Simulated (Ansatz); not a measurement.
Output of an Ansatz run (abridged):

```
WARN ansatz: RAYON_NUM_THREADS=1 ignored (pool sized by the plan → 1); use --threads N
Pseudopotentials: kind: paw
Pseudopotential: Mo, paw, valence charge 14
Pseudopotential: Cl, paw, valence charge 7
Crystal: 7 atoms, lattice volume = 185.330 Å³
Basis set: ecut = 420.4159175005146 eV, 3613 PW (Γ)
Bands: 35, of which v1, the nominal top of the filled ones, is band 28 counted from 1 (27 counted from 0)
Symmetry: 6 space group operations
Space group: P31m (ITA 157), of the structure as read, at distance tolerance 5.7e-5 Å
k-points: 19 of 125 (time reversal used)
PAW frozen core: Mo, regenerated for the run's functional, and the local potential with it
PAW frozen core: Cl, regenerated for the run's functional, and the local potential with it
Initial density: superposition of atomic densities (neutral atoms: chi_scale 0, normalization atom), corrected by the library's trained network
Initial wavefunctions: pseudopotential atomic-orbital guess
Eigensolver: davidson
Functional: x = slater, c = lda
SCF iter   1: F=—  HF=-11112.244964 eV  |F-HF|=—  |Δ(HF+E_count)|=         —  Δρ=5.73e-3  dr2=4.54e-2  ethr=1.77e-3  ⟨swp⟩=4.0  Hψ=2378  notcnv=0  defer=75
all-band conjugate gradients solve this SCF's bands
preconditioner: auto → Resta (q_TF=auto, 2.235 Å⁻¹)
SCF iter   2: F=—  HF=-11112.238219 eV  |F-HF|=—  |Δ(HF+E_count)|=   6.74e-3  Δρ=3.31e-3  dr2=1.71e-2  ethr=8.11e-5  ⟨swp⟩=2.9  Hψ=1214  notcnv=0  defer=92
SCF iter   3: F=—  HF=-11112.236534 eV  |F-HF|=—  |Δ(HF+E_count)|=   1.68e-3  Δρ=2.04e-3  dr2=1.25e-2  ethr=3.06e-5  ⟨swp⟩=3.0  Hψ=1042  notcnv=0  defer=91
SCF iter   4: F=—  HF=-11112.235015 eV  |F-HF|=—  |Δ(HF+E_count)|=   1.52e-3  Δρ=3.12e-4  dr2=2.85e-4  ethr=2.23e-5  ⟨swp⟩=2.0  Hψ=668  notcnv=0  defer=92
SCF iter   5: F=—  HF=-11112.235063 eV  |F-HF|=—  |Δ(HF+E_count)|=   4.86e-5  Δρ=6.77e-5  dr2=1.30e-5  ethr=5.09e-7  ⟨swp⟩=2.0  Hψ=800  notcnv=0  defer=40
SCF iter   6: F=—  HF=-11112.235100 eV  |F-HF|=—  |Δ(HF+E_count)|=   3.66e-5  Δρ=2.97e-5  dr2=2.99e-6  ethr=2.32e-8  ⟨swp⟩=2.0  Hψ=1029  notcnv=0  defer=38
SCF iter   7: F=—  HF=-11112.235100 eV  |F-HF|=—  |Δ(HF+E_count)|=   4.58e-8  Δρ=1.23e-5  dr2=5.49e-7  ethr=5.33e-9  ⟨swp⟩=2.3  Hψ=942  notcnv=0  defer=38
SCF iter   8: F=-11112.235100 eV  HF=-11112.235100 eV  |F-HF|=1.28e-8  |Δ(HF+E_count)|=   4.04e-8  Δρ=3.35e-6  dr2=3.40e-8  ethr=1.79e-10  ⟨swp⟩=12.2  Hψ=3682  notcnv=0
SCF 1 converged in 8 iterations: F = -11112.235100 eV  dr2 = 3.40e-8
SCF converged after 8 iterations
Free energy (F): -11112.235100 eV
Harris-Foulkes:  -11112.235100 eV  (|F-HF|=1.28e-8)
Internal energy: -11112.235100 eV  (E = F + TS)
E sigma→0 (E₀):  -11112.235100 eV
Fermi energy:    1.717591 eV
--- Per-component energies (eV) ---
  E_band       = -476.661118
  E_kinetic    = 1396.121965
  E_local      = -3820.049620  (includes V_loc(G=0)·N_el)
  E_nonlocal   = 325.558196
  E_hartree    = 1351.211566
  E_xc         = -810.884096
  E_vxc        = -948.048393  (∫ρ·V_xc dr)
  E_paw        = -6837.770500  (= ΣΔE_a)
  E_vpaw       = -132.667687  (= ΣTr[D̂ρ^β])
  E_aug_tail   = 0.000620  (compensation charges beyond the density's cutoff)
  E_ewald      = -2718.038997
  E_core_change = 1.615767  (= ΣΔE_core)
  E_smearing   = -0.000000  (= −TS)
  E_closure    = 0.000000  (closes the sum)
  Σ components = -11112.235100   (vs F -11112.235100, Δ=0.00e0)
--- Forces (eV/Å), atoms counted from 1 ---
  atom   1  Mo    -0.00000000     0.00000000    -0.83858608
  atom   2  Cl    -0.12188859    -0.21111723     0.17189869
  atom   3  Cl    -0.02964991    -0.05135516     0.10764509
  atom   4  Cl     0.24377718     0.00000000     0.17189869
  atom   5  Cl     0.05929983     0.00000000     0.10764509
  atom   6  Cl    -0.12188859     0.21111723     0.17189869
  atom   7  Cl    -0.02964991     0.05135516     0.10764509
  max |Σ_I F_I| component: 4.53e-5 eV/Å
--- Stress (GPa, compression-positive) ---
       -1.930258       0.000000       0.000000
        0.000000      -1.930258       0.000000
       -0.000000       0.000000      -2.188922
  P = ⅓ Tr σ = -2.0165 GPa (-20.165 kbar)
  The stress holds the Pulay correction. Without it, at fixed plane waves, as pw.x and ABINIT print it: P = -2.0200 GPa
--- Band table (eV; the first three rows and the last of 19) ---
  k-point 0: bands = ["-60.1036", "-34.1842", "-34.1842", "-34.1792", "-12.6257", "-11.8012", "-11.8012", "-11.4964", "-11.3871", "-11.3871", "-2.3317", "-2.3317", "-2.3300", "-2.1641", "-1.5139", "-1.5139", "-0.5609", "-0.5609", "-0.4037", [...]
  k-point 1: bands = ["-60.1036", "-34.1842", "-34.1842", "-34.1793", "-12.5714", "-11.8121", "-11.8121", "-11.5729", "-11.3738", "-11.3738", "-2.2711", "-2.2711", "-2.1428", "-2.0549", "-1.6458", "-1.6458", "-0.7225", "-0.7225", "-0.5221", [...]
  k-point 2: bands = ["-60.1036", "-34.1842", "-34.1842", "-34.1793", "-12.4621", "-11.8285", "-11.8285", "-11.7178", "-11.3534", "-11.3534", "-2.1497", "-2.1497", "-1.9538", "-1.8193", "-1.8193", "-1.6046", "-0.9865", "-0.9865", "-0.7390", [...]
  k-point 18: bands = ["-60.1036", "-34.1842", "-34.1842", "-34.1793", "-12.3598", "-11.9150", "-11.8760", "-11.5131", "-11.4622", "-11.4426", "-2.3662", "-2.3628", "-2.0748", "-1.8660", "-1.5961", "-1.5792", "-0.7347", "-0.5119", "-0.4928", [...]
```

The structure:

```
CELL_PARAMETERS angstrom
      6.15496     0.00000     0.00000
     -3.07748     5.33035     0.00000
      0.00000     0.00000     5.64892
ATOMIC_POSITIONS crystal
  Mo 0.00000 0.00000 0.50885
  Cl 0.30361 0.30361 0.26629
  Cl 0.69639 0.69639 0.73371
  Cl 0.69639 0.00000 0.26629
  Cl 0.30361 0.00000 0.73371
  Cl 0.00000 0.69639 0.26629
  Cl 0.00000 0.30361 0.73371
```

### Question
Write an input that gives this output.

### Answer
Other spellings and defaults could give the same log, and not every line can be read from it. The input that was run (DFT, LDA (PW92), plane waves, default PAW files made with PBE):

Ansatz 0.2 input:
```yaml
# MoCl6
crystal:
  lattice:
    - [6.154960, 0.000000, 0.000000]
    - [-3.077480, 5.330352, 0.000000]
    - [0.000000, 0.000000, 5.648922]
  atoms:
    - { symbol: Mo, position_ang: [0.000000, 0.000000, 2.874460] }
    - { symbol: Cl, position_ang: [0.934354, 1.618348, 1.504251] }
    - { symbol: Cl, position_ang: [2.143126, 3.712004, 4.144671] }
    - { symbol: Cl, position_ang: [4.286253, 0.000000, 1.504251] }
    - { symbol: Cl, position_ang: [1.868707, 0.000000, 4.144671] }
    - { symbol: Cl, position_ang: [-2.143126, 3.712004, 1.504251] }
    - { symbol: Cl, position_ang: [-0.934354, 1.618348, 4.144671] }
basis:
  ecutwfc: 30.9 Ry
kpoints:
  mp_grid: { grid: [5, 5, 5] }
hamiltonian:
  xc: lda
  pseudopotentials: { kind: paw }
scf:
  occupations: { method: fixed }
output:
  forces: true
  eigenvalues: true
  stress: true
```

The starting cell comes from a database of computed structures (which also holds hypothetical and non-ambient phases and stackings), without a prior relaxation at this level. Its lattice was rescaled by up to half a per cent. One atom was moved a little off its site on purpose. Ansatz's pressure includes its estimate of the finite-basis (Pulay) stress.

Ansatz is a program for electronic structure.
